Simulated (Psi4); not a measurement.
Psi4 1.11, TPSS/def2-svp: Cr(NH)(S)(F)(NMe2) (C[N](C)[Cr](=[NH])([F])=[S]), 14 atoms. The geometry is a generated start, not checked to be a minimum at this level.

```
Property                                             Value
--------------------------  ------------------------------
task                                                energy
method                                                tpss
basis                                             def2-svp
memory                                                3 GB
maxiter                                                100
keys of the molecule block                     symmetry c1
scf_type                                      df (default)
guess                       auto, which took SAD (default)
scf_initial_accelerator                    adiis (default)
e_convergence                              1e-06 (default)
d_convergence                              1e-06 (default)
dft_radial_points                             75 (default)
dft_spherical_points                         302 (default)
basis functions                                        154
grid points                                         298794
```

```xyz
14

Cr    -0.6610    -1.3447     0.3190
N      0.4164    -2.4381    -0.2363
H      1.0208    -3.2129    -0.4807
S     -0.8208    -1.5275     2.3755
F     -2.2822    -1.4271    -0.3048
N     -0.0137     0.2934    -0.0467
C     -0.5211     1.4543     0.6452
C      1.0073     0.6542    -0.9963
H      0.2862     1.9568     1.1951
H     -0.9427     2.1682    -0.0738
H     -1.3042     1.1683     1.3499
H      0.5674     1.2178    -1.8290
H      1.7733     1.2833    -0.5252
H      1.4744    -0.2461    -1.3919
```

Charge 0 and multiplicity 1 are set for this test and not shown to be the ground state.

One run each on 2 threads. Values of diis_max_vecs tried: 3, 6, 10 (default), 20.

Task: Which value of diis_max_vecs needs the fewest SCF iterations, and what happens away from it?

Result: Fewest SCF iterations, within one of each other: 10 (default) with 17, 20 with 18. The count rises to 20 at 6. The run ends without SCF convergence in 100 iterations at 3.

```
diis_max_vecs  SCF iterations             end
-------------  --------------  --------------
3                         100  no convergence
6                          20   same solution
10 (default)               17   same solution
20                         18   same solution
```
